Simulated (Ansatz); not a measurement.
The reference is HgTe in the zinc blende structure (space group F-43m, No. 216).

```
CELL_PARAMETERS angstrom
      0.00000     3.25489     3.25489
      3.25489     0.00000     3.25489
      3.25489     3.25489     0.00000
ATOMIC_POSITIONS crystal
  Hg 0.00000 0.00000 0.00000
  Te 0.25000 0.25000 0.25000
```

Cartesian axes are those of the cell as printed.

The values are results of Ansatz (a quantum-chemistry and plane-wave program) PBEsol, spin-orbit coupling left out, not measurements.

Base values:

| Property | Result |
|---|---|
| Shortest interatomic distance | 2.819 Å |

Now apply this change: tensor shear ε_xy = +1.14 % (engineering shear γ = 0.0228); the atoms relax in the strained cell.

Question: Estimate the effect on the energy relative to the base.

Answer: The energy goes up by 1.2 meV/atom.

Question: How does this affect the valley order?

Answer: The valley order (the lowest conduction-band minima on the path, energy above the VBM, named in the base's zone) comes out as Γ 0.01 eV; L along [1-1-1] 0.52 eV; L along [111] 0.70 eV.

Question: How does this affect the shortest interatomic distance?

Answer: The shortest interatomic distance decreases by 0.003 Å to 2.816 Å.

Question: What does the calculation give for the largest internal atomic displacement after the change?

Answer: The largest internal atomic displacement comes out as 0.016 Å.

Spin-orbit coupling, missing from the scalar runs, can matter with Hg and Te. Whether these cells are dynamically stable was not tested. The final runs are not spin-polarised.
